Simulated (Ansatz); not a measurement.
What isotropic strain −0.73 % does to CdS

The parent structure is CdS in the zinc blende structure (space group F-43m, No. 216; a = 5.9271 Å).

It is then changed as follows: an isotropic linear strain of −0.73 %, atoms relaxed at fixed cell.

All numbers come from Ansatz (a first-principles code) PBE, scalar-relativistic without spin-orbit coupling, earlier PAW set. Γ-centred 10×10×10 mesh, Fermi–Dirac width 0.05 eV.

| quantity | base | changed | shift |
|---|---|---|---|
| volume per atom | 26.03 Å³ | 25.46 Å³ | -0.57 Å³ |
| space group | F-43m (No. 216) | F-43m (No. 216) | – |
| shortest interatomic distance | 2.567 Å | 2.548 Å | -0.019 Å |
| energy relative to the base (free energy F) | 0 meV/atom | +2.1 meV/atom | +2.1 meV/atom |
| pressure | 0.00 GPa | 1.24 GPa | +1.235 GPa |
| band gap | 1.04 eV | 1.09 eV | +0.05 eV |
| gap character | direct at Γ | direct at Γ | – |
| mean gap deformation potential ΔEg/Δln V | – | -2.2 eV | – |
| width of the top valence band | 2.02 eV | 2.09 eV | +0.07 eV |
| electron mass | 0.12 mₑ (at Γ) | 0.12 mₑ (at Γ) | – |
| hole mass (degenerate bands, along [100]) | 0.13, 0.82, 0.82 mₑ (at Γ) | 0.13, 0.80, 0.80 mₑ (at Γ) | – |

Cost of the whole job for the changed cell (relaxation, final SCF and bands): about 12 core-seconds (a rough figure).

Masses are band curvatures over ±0.01 Å⁻¹ around the edge. Stability against distortions was not tested.
